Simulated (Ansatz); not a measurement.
Na$_{2}$S (Fm-3m), PBEsol, rigid bands in Ansatz (a first-principles code): N_v = 9.69e20 cm⁻³ at 300 K and a hole conductivity mass of 2.82 mₑ.

Task: For 1e16 holes per cm³ at 300 K, place the Fermi level, estimate the Seebeck coefficient of a parabolic band with constant τ, and give mobility and conductivity for τ = 5 fs.

Result: The level lies k_BT ln(N_v/p) = 0.297 eV above the valence-band maximum. S ≈ +(k_B/e)[ln(N_v/p) + 5/2] = 1205 μV/K, against 1190 μV/K from the full bands (mean over directions). μ = eτ/m = 3.12 cm²/(V·s) and σ = peμ = 0.00500 S/cm. τ is assumed, not computed.

Band transport and this doping are assumed; polarons and phonon drag are left out. Spin-orbit coupling is left out; where it splits the top of the valence band, N_v and the p-type Seebeck coefficient come out somewhat high without it.

Formula and space group known from diffraction (Crystallography Open Database), not checked to be the room-temperature form: Na2S (Fm-3m).
